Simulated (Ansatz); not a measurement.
**What pressure −1 GPa does to BP**

The parent structure is BP in the zinc blende structure (space group F-43m, No. 216; a = 4.537 Å).

It is then changed as follows: a negative pressure, −1 GPa.

The values are results of r2SCAN (Ansatz, an electronic-structure program, PAW, no spin-orbit coupling), not measurements. Settings: 12×12×12 k-points, 0.05 eV Fermi–Dirac smearing.

Volume per atom: 11.74 Å³ (base 11.67 Å³)
Lattice parameter a: 4.546 Å (base 4.537 Å)
Shortest interatomic distance: 1.968 Å (base 1.964 Å)
Enthalpy H = E + PV relative to the base's energy: -0.07 eV/atom
Band gap: 1.42 eV (base 1.41 eV)
Gap character: indirect, Γ → Γ–X (83 % along) (base indirect, Γ → Γ–X (83 % along))
Smallest direct gap: 3.59 eV (base 3.60 eV)
Width of the top valence band: 5.71 eV (base 5.74 eV)
Electron mass: 1.3 mₑ along k, 0.22 mₑ across (off the special points) (base 1.3 mₑ along k, 0.22 mₑ across (off the special points))
Hole mass (degenerate bands, along [100]): 0.24, 0.24, 0.32 mₑ (at Γ) (base 0.24, 0.24, 0.32 mₑ (at Γ))

Load acts through the strain it causes; cell and atoms are relaxed under it. Effective masses come from finite differences of ±0.01 Å⁻¹. Along k means along the line from Γ to the band edge. No phonon test of stability was made.
